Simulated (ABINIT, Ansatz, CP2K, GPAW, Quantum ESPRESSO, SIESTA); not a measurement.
Code comparison for SbPt (P6_3/mmc, 4 atoms in the cell)

Self-consistent single point.

```
CELL_PARAMETERS angstrom
      4.14527     0.00000     0.00000
     -2.07264     3.58991     0.00000
      0.00000     0.00000     5.49655
ATOMIC_POSITIONS crystal
  Sb 0.66667 0.33333 0.75000
  Sb 0.33333 0.66667 0.25000
  Pt 0.00000 0.00000 0.50000
  Pt 0.00000 0.00000 0.00000
```

All programs got the same cell, k-point mesh and kind of occupations (in Ansatz's words: kpoints.mp_grid.grid = 8 8 5; scf.occupations.method = fermi_dirac; scf.occupations.width = 0.1 eV); potentials, basis and cutoffs are each program's usual ones.

| code | model | pressure (GPa) | k-points | cutoff |
|---|---|---|---|---|
| Ansatz | PBEsol, PAW files made with PBE | 1.05 | 30 | 420 eV |
| GPAW | PBEsol, GPAW PAW datasets PBEsol (made by gpaw-setup) | 0.44 | 30 | 550 eV |
| Quantum ESPRESSO | PBEsol, SSSP 1.1.2 efficiency (PBE) pseudopotentials | 0.95 | 30 | 40 Ry |
| ABINIT | PBEsol, norm-conserving pseudopotentials (PseudoDojo nc-sr-04 PBEsol standard) | 0.93 | 30 | 42 Ha |
| CP2K | PBEsol, GPW, DZVP-MOLOPT-SR-GTH basis, GTH-PBE potentials (GTH_POTENTIALS) | 5.52 | 162 | grid 500 Ry |
| SIESTA | GGA PBEsol, numerical atomic orbitals DZP, PseudoDojo PBEsol standard norm-conserving potentials (rewritten from UPF to PSML) | 4.31 | 168 | grid 400 Ry |

The spread over the programs that give each value: pressure within 5.08 GPa.

The starting cell comes from a database of computed structures (which also holds hypothetical and non-ambient phases and stackings), without a prior relaxation at this level. Its lattice was rescaled by a random factor within 2.5 % of one. On Ansatz's run: Spin-orbit coupling is off. Spin polarisation is off.

Q: Why do the programs differ, and what cannot be compared?

A: Differences of this kind can come from the potentials, where these differ, and from what each basis and cutoff leave unconverged. The valence holds different numbers of electrons (Ansatz (an electronic-structure program) 66, GPAW 62, Quantum ESPRESSO 62, ABINIT 66, CP2K 46, SIESTA 66). The zero of total energies and Fermi levels follows the potentials and each program's conventions, so they are not compared here. CP2K and SIESTA use small atom-centred bases, whose incompleteness enters pressures, forces and empty levels differently from a plane-wave cutoff. Ansatz's pressure is given at a fixed set of plane waves, as the other plane-wave codes print theirs; with its correction for the finite basis it is 1.09 GPa. The programs reduce the same mesh by symmetry to different extents, which changes the work and not the result. In the pressure, CP2K (by 4.59) and SIESTA (by 3.37) lie more than 1 GPa from the median of the plane-wave programs.

Left out of this page: Elk and FLEUR (not drawn, or without a comparable value).

Keys are those of Ansatz 0.2.
